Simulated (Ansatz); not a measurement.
Input and output of a relaxation of cell and atoms for LuCl3 (P6_3/mmc, 8 atoms in the cell) (Ansatz, a first-principles code).

Method of the run: LDA (PW92), default PAW files made with PBE (plane waves; Ansatz).

The change in words: atoms on their sites; basis.ecutwfc: 420 eV → 250 eV; relax: default → cell and atoms. Reference geometry:
```
LuCl3
1.0
    9.41660     0.00000     0.00000
   -4.70830     8.15502     0.00000
    0.00000     0.00000     3.45521
Lu Cl
2 6
Direct
  0.66667   0.33333   0.26447
  0.33333   0.66667   0.75000
  0.78410   0.21590   0.75000
  0.21590   0.78410   0.25000
  0.56820   0.78410   0.25000
  0.43180   0.21590   0.75000
  0.78410   0.56820   0.75000
  0.21590   0.43180   0.25000
```

Reference input (self-consistent single point, DFT, LDA (PW92), plane waves, default PAW files made with PBE): basis.ecutwfc = 420 eV; kpoints.mp_grid.grid = 1 1 5; hamiltonian.xc = lda; hamiltonian.pseudopotentials = {kind: paw} (the program's default PAW files); scf.occupations.method = fixed. This run's input differs from it in these lines:

Ansatz 0.2 input:
```diff
@@ -7,3 +7,3 @@
   atoms:
-    - { symbol: Lu, position: [0.666667, 0.333333, 0.264471] }
+    - { symbol: Lu, position: [0.666667, 0.333333, 0.250000] }
     - { symbol: Lu, position: [0.333333, 0.666667, 0.750000] }
@@ -16,3 +16,3 @@
 basis:
-  ecutwfc: 420.0
+  ecutwfc: 250.0
 kpoints:
@@ -24,2 +24,4 @@
   occupations: { method: fixed }
+relax:
+  cell: {}
 output:
```

The program printed (abridged):

```
   [... SCF lines of the steps left out ...]
relax step   1: F+E_penalty+E_count = -35264.73494344 eV  Δ(F+E_penalty+E_count) = +0.000e0 eV  max|allowed force component| = 5.827e-2 eV/Å  Δτ_max = 0.0000 Å  P = -0.657 GPa  Ω = 265.334 Å³  (8 SCF iters, dr2 threshold 1.00e-7 eV, accepted)
relax step   2: F+E_penalty+E_count = -35265.47894115 eV  Δ(F+E_penalty+E_count) = -7.440e-1 eV  max|allowed force component| = 3.007e-2 eV/Å  Δτ_max = 0.0321 Å  P = +3.145 GPa  Ω = 254.502 Å³  energy of the carried Pulay correction = +8.384e-1 eV  [...]
   [... lines left out ...]
relax step 119: F+E_penalty+E_count = -35264.91126602 eV  Δ(F+E_penalty+E_count) = -1.766e-2 eV  max|allowed force component| = 1.516e-4 eV/Å  Δτ_max = 0.0009 Å  P = +0.007 GPa  Ω = 238.083 Å³  energy of the carried Pulay correction = +1.760e-2 eV  [...]
relax step 120: F+E_penalty+E_count = -35264.92538912 eV  Δ(F+E_penalty+E_count) = -1.412e-2 eV  max|allowed force component| = 1.923e-4 eV/Å  Δτ_max = 0.0000 Å  P = -0.106 GPa  Ω = 238.083 Å³  stress off target by 1.27e-1 GPa  SCF on the basis [...]
basis re-selected at this cell: Δ(F+E_penalty+E_count) = -1.412e-2 eV, ΔP = -0.114 GPa vs the last step
   [... lines left out ...]
Free energy (F): -35264.925389 eV
Fermi energy:    2.336607 eV
Error: variable-cell relaxation did not converge after 120 `relax_step` rows, as none of its last 51 fresh-basis SCF(s) at a relaxed cell met both thresholds with a finite energy. The last misses `relax.cell.stress_tol`: largest allowed force component 1.92e-4 eV/Å (`relax.f_tol` 1.00e-2 eV/Å), stress off the target on the free part of the cell 1.27e-1 GPa (`relax.cell.stress_tol` 5.00e-2 GPa), F+E_penalty+E_count -35264.92538912 eV. The closest is row 76, whose structure comes with this error. Larger ratio of force or stress to its threshold at each such SCF whose figures are numbers: 12.965, 9.035, 7.123, 5.526, 4.661, 4.012, 4.199, 4.816, 3.193, 2.023, 3.513, 3.467, 3.671, [...]
  cell:  # Å, volume = 245.4551 Å³
   [... lines left out ...]
    - [-4.547638866181747, 7.876741570701708, -6.417007654241874e-18]
    - [-1.2642703393518496e-33, -2.7188288451200887e-18, 3.426174729673298]
  atoms:
    - { symbol: Lu, position: [0.6666666666666666, 0.3333333333333333, 0.25] }
    - { symbol: Lu, position: [0.3333333333333333, 0.6666666666666666, 0.7500000000000001] }
    - { symbol: Cl, position: [0.788181652696068, 0.21181834730393168, 0.7500000000000001] }
    - { symbol: Cl, position: [0.21181834730393165, 0.7881816526960683, 0.25] }
    - { symbol: Cl, position: [0.5763633053921368, 0.7881816526960683, 0.25] }
    - { symbol: Cl, position: [0.42363669460786324, 0.21181834730393168, 0.7500000000000001] }
    - { symbol: Cl, position: [0.7881816526960684, 0.5763633053921369, 0.7500000000000001] }
    - { symbol: Cl, position: [0.21181834730393168, 0.42363669460786335, 0.25] }
```

The relaxation ended unconverged. 

The starting cell comes from a database of computed structures (which also holds hypothetical and non-ambient phases and stackings), without a prior relaxation at this level. Its lattice was rescaled by up to half a per cent. The cutoff lies below the one recommended for these files.

Cost on one core of a shared machine: roughly 3 min.
